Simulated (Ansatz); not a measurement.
The starting structures come from a database of crystals and need not be the phases stable at ambient conditions.

Here is the system:

```xyz
14
Lattice="6.7752 0.0000 0.0000 0.0000 6.7752 0.0000 3.3876 -3.3876 3.3876" Properties=species:S:1:pos:R:3 pbc="T T T"
Zr     1.6938     0.0000     0.8469
Zr     5.0814     0.0000     2.5407
Zr     3.3876     4.2345     1.6938
Zr     6.7752     2.5407     1.6938
Zr     9.3159     1.6938     3.3876
Zr     7.6221    -1.6938     3.3876
N      4.6399     2.1353     2.1353
N      7.2166     0.4415     2.9461
N      5.5228    -2.1353     2.1353
N      2.9461    -0.4415     2.9461
N      2.1353     2.1353     1.2523
N      6.3337     0.4415     0.4415
N      1.2523     4.6399     1.2523
N      3.8291    -0.4415     0.4415
```

Space group of this cell: I-43d. The cell is taken as given; by PBEsol its mean pressure is -5.6 GPa.

The current runs along the normal of the first two printed vectors, the (001) plane. All runs by Ansatz (an electronic-structure program), plane waves and PAW, without spin-orbit coupling; the base is PBEsol.

```json
[
 {"run": "base", "mean pressure (GPa)": "-5.6", "gap (eV)": "0.62", "mid-gap κ (1/Å)": "0.137"},
 {"run": "all lengths scaled by 0.98", "mean pressure (GPa)": "11.9", "gap (eV)": "0.56", "mid-gap κ (1/Å)": "___"},
 {"run": "all lengths scaled by 1.02", "mean pressure (GPa)": "-18.8", "gap (eV)": "0.65", "mid-gap κ (1/Å)": "0.140"},
 {"run": "lda in place of pbesol", "mean pressure (GPa)": "-10.8", "gap (eV)": "___", "mid-gap κ (1/Å)": "0.137"},
 {"run": "lengths across the current scaled by 0.98, ions clamped", "mean pressure (GPa)": "5.8", "gap (eV)": "___", "mid-gap κ (1/Å)": "___"},
 {"run": "lengths across the current scaled by 1.02, ions clamped", "mean pressure (GPa)": "-14.7", "gap (eV)": "0.55", "mid-gap κ (1/Å)": "0.136"},
 {"run": "lengths along the current scaled by 0.97, ions clamped", "mean pressure (GPa)": "3.0", "gap (eV)": "0.44", "mid-gap κ (1/Å)": "0.123"},
 {"run": "lengths along the current scaled by 1.03, ions clamped", "mean pressure (GPa)": "-12.3", "gap (eV)": "0.56", "mid-gap κ (1/Å)": "0.151"}
]
```

Question: Fill in the missing entries.

Answer: 
- all lengths scaled by 0.98, mid-gap κ (1/Å): 0.131
- lda in place of pbesol, gap (eV): 0.61
- lengths across the current scaled by 0.98, ions clamped, gap (eV): 0.52
- lengths across the current scaled by 0.98, ions clamped, mid-gap κ (1/Å): 0.144
